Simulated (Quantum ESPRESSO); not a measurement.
Quantum ESPRESSO run on Sr₂CdAu₃ (P1, 6 atoms in the cell): self-consistent single point.

Level of theory: LDA (PZ), GBRV 1.5 ultrasoft (LDA) pseudopotentials (plane waves; Quantum ESPRESSO).

The change in words: atoms moved at random. Reference geometry:
```yaml
crystal:
  lattice:
    - [5.60694, -2.43718, 0.00000]
    - [5.60694, 2.43718, 0.00000]
    - [-5.12001, 0.00000, 5.72055]
  atoms:
    - { symbol: Sr, position: [0.54445, 0.54445, 0.80042] }
    - { symbol: Sr, position: [0.45426, 0.45426, 0.20499] }
    - { symbol: Cd, position: [0.16590, 0.16590, 0.60156] }
    - { symbol: Au, position: [0.84183, 0.84183, 0.39084] }
    - { symbol: Au, position: [0.83258, 0.83258, 0.79222] }
    - { symbol: Au, position: [0.16099, 0.16099, 0.20996] }
```

Reference input (self-consistent single point, DFT, LDA (PZ), plane waves, GBRV 1.5 ultrasoft (LDA) pseudopotentials): ecutwfc = 40 Ry; ecutrho = 320 Ry; occupations = smearing; smearing = gauss; degauss = 0.0036749 Ry; potentials = {Sr: sr_lda_v1.uspp.F.UPF, Cd: cd_lda_v1.uspp.F.UPF, Au: au_lda_v1.uspp.F.UPF}; K_POINTS = automatic 4 4 3 0 0 0; conv_thr = 1e-10 Ry; mixing_beta = 0.7. This run's input differs from it in these lines:

```diff
@@ -27,8 +27,8 @@
 ATOMIC_POSITIONS {crystal}
-Sr    0.544450000    0.544450000    0.800420000
-Sr    0.454260000    0.454260000    0.204990000
-Cd    0.165900000    0.165900000    0.601560000
-Au    0.841830000    0.841830000    0.390840000
-Au    0.832580000    0.832580000    0.792220000
-Au    0.160990000    0.160990000    0.209960000
+Sr    0.542196000    0.556553000    0.807072000
+Sr    0.448913000    0.449049000    0.209972000
+Cd    0.179010000    0.172952000    0.606414000
+Au    0.847245000    0.834433000    0.392362000
+Au    0.826850000    0.825260000    0.780572000
+Au    0.155796000    0.161763000    0.203598000
 K_POINTS {automatic}
```

The program printed (abridged):

```
     Self-consistent Calculation

     iteration #  1     ecut=    40.00 Ry     beta= 0.70

     negative rho (up, down):  1.494E-01 0.000E+00

     total energy              =    -599.46685775 Ry
     estimated scf accuracy    <       0.86015054 Ry

     iteration #  2     ecut=    40.00 Ry     beta= 0.70

     negative rho (up, down):  1.495E-01 0.000E+00

     total energy              =    -599.65422254 Ry
     estimated scf accuracy    <       1.70519564 Ry

     iteration #  3     ecut=    40.00 Ry     beta= 0.70

     negative rho (up, down):  1.509E-01 0.000E+00

     total energy              =    -599.93466618 Ry
     estimated scf accuracy    <       0.02705962 Ry

   [... 10 blocks of this kind left out ...]

     iteration # 14     ecut=    40.00 Ry     beta= 0.70

     negative rho (up, down):  1.519E-01 0.000E+00

     total energy              =    -599.94990826 Ry
     estimated scf accuracy    <          1.3E-10 Ry

     iteration # 15     ecut=    40.00 Ry     beta= 0.70

     negative rho (up, down):  1.519E-01 0.000E+00
     End of self-consistent calculation

     the Fermi energy is    10.0141 ev

!    total energy              =    -599.94990826 Ry
     estimated scf accuracy    <          9.2E-12 Ry
     smearing contrib. (-TS)   =      -0.00051340 Ry
     internal energy E=F+TS    =    -599.94939486 Ry

     convergence has been achieved in  15 iterations

     negative rho (up, down):  1.519E-01 0.000E+00

     Forces acting on atoms (cartesian axes, Ry/au):

     atom    1 type  1   force =    -0.00356628   -0.00308588   -0.00156384
     atom    2 type  1   force =     0.00988281   -0.00055856    0.00239190
     atom    3 type  2   force =    -0.01189473    0.00311202   -0.01113296
     atom    4 type  3   force =     0.00233003    0.00425676    0.00278491
     atom    5 type  3   force =     0.00706959   -0.00086813    0.00621097
   [... lines left out ...]
     Total force =     0.023422     Total SCF correction =     0.000015
   [... lines left out ...]

     negative rho (up, down):  1.519E-01 0.000E+00
          total   stress  (Ry/bohr**3)                   (kbar)     P=      -55.95
  -0.00032219   0.00000517  -0.00004744          -47.40        0.76       -6.98
   0.00000517  -0.00044617   0.00000590            0.76      -65.63        0.87
  -0.00004744   0.00000590  -0.00037261           -6.98        0.87      -54.81

   JOB DONE.
```

The run converged in 15 iterations. Against the reference run the free energy rises by 7.9 meV/atom, the pressure goes from -5.74 to -5.59 GPa and the largest force goes from 0.112 to 0.426 eV/Å.

The starting cell comes from a database of computed structures (which also holds hypothetical and non-ambient phases and stackings), without a prior relaxation at this level. Its lattice was rescaled by a random factor within 2.5 % of one. For this run, on top of that: atoms moved at random. With a pressure of about -6 GPa the cell is away from its equilibrium volume at this level.

Cost on one core of a shared machine: roughly 3 min.
